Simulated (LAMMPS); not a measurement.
MD from the crystal across the composition of Cu (fcc) with a share x of Cu sites Zr; all at 300 K and zero pressure.

All values are model results, not measurements: classical MD, pair style eam/fs, file CuZr_mm.eam.fs, run in LAMMPS.

```json
[
 {"x": "0.1", "volume": "13.0905 ± 0.0005 Å³/atom", "state": "crystal; no diffusion seen in 30 ps", "enthalpy": "-3.4754 ± 0.0001 eV/atom", "T (K)": "300"},
 {"x": "0.25", "volume": "15.091 ± 0.002 Å³/atom", "state": "solid that has left the starting structure; no diffusion seen in 30 ps", "enthalpy": "-3.963 ± 0.001 eV/atom", "T (K)": "300"},
 {"x": "0.36", "volume": "16.333 ± 0.003 Å³/atom", "state": "solid that has left the starting structure; no diffusion seen in 30 ps", "enthalpy": "-4.3222 ± 0.0010 eV/atom", "T (K)": "300"},
 {"x": "0.44", "volume": "17.276 ± 0.002 Å³/atom", "state": "solid that has left the starting structure; no diffusion seen in 30 ps", "enthalpy": "-4.5758 ± 0.0006 eV/atom", "T (K)": "300"},
 {"x": "0.5", "volume": "18.044 ± 0.002 Å³/atom", "state": "solid that has left the starting structure; no diffusion seen in 30 ps", "enthalpy": "-4.7639 ± 0.0007 eV/atom", "T (K)": "300"},
 {"x": "0.6", "volume": "19.221 ± 0.003 Å³/atom", "state": "solid that has left the starting structure; no diffusion seen in 30 ps", "enthalpy": "-5.0661 ± 0.0004 eV/atom", "T (K)": "300"},
 {"x": "0.75", "volume": "20.8802 ± 0.0004 Å³/atom", "state": "solid that has left the starting structure; no diffusion seen in 30 ps", "enthalpy": "-5.5191 ± 0.0001 eV/atom", "T (K)": "300"},
 {"x": "0.9", "volume": "22.6341 ± 0.0007 Å³/atom", "state": "crystal; no diffusion seen in 30 ps", "enthalpy": "-6.0064 ± 0.0001 eV/atom", "T (K)": "300"}
]
```

Caution: the random arrangement on this lattice is imposed, and need not be a phase that exists in equilibrium.

Caution (rows 0.25; 0.36): enthalpy drifts during the constant-pressure average: a transition or slow ageing; fluctuation values are void.

States go by the mean squared displacement: a species diffuses where it passes 1.5 Å², still rises and gives D over 1e-6 cm²/s; a crystal has left its structure where atoms lie 0.35 Å off their sites on average or a cubic box changes its shape by 3 %, or the axial ratios of another lie 8 % off the starting cell's, which the potential's own relaxation can also do.

Errors shown are sampling errors alone.
